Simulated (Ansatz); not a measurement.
Consider Cs in the bcc (W type) structure (space group Im-3m, No. 229).

```xyz
1
Lattice="-3.0784 3.0784 3.0784 3.0784 -3.0784 3.0784 3.0784 3.0784 -3.0784" Properties=species:S:1:pos:R:3 pbc="T T T"
Cs     0.0000     0.0000     0.0000
```

The values are results of plane-wave PAW DFT at the PBE level (Ansatz, a first-principles code, 420 eV), no spin-orbit coupling, earlier PAW set, not measurements.

Before the change:

| Item | Value |
|---|---|
| Lattice parameter a | 6.157 Å |

The change: full substitution Cs → Na; the structure is relaxed again.

### Question
Estimate the effect on the lattice parameter a.

### Answer
The lattice parameter a decreases by 1.9614 Å (6.157 Å → 4.195 Å).

No phonon test of stability was made. The final runs are not spin-polarised.
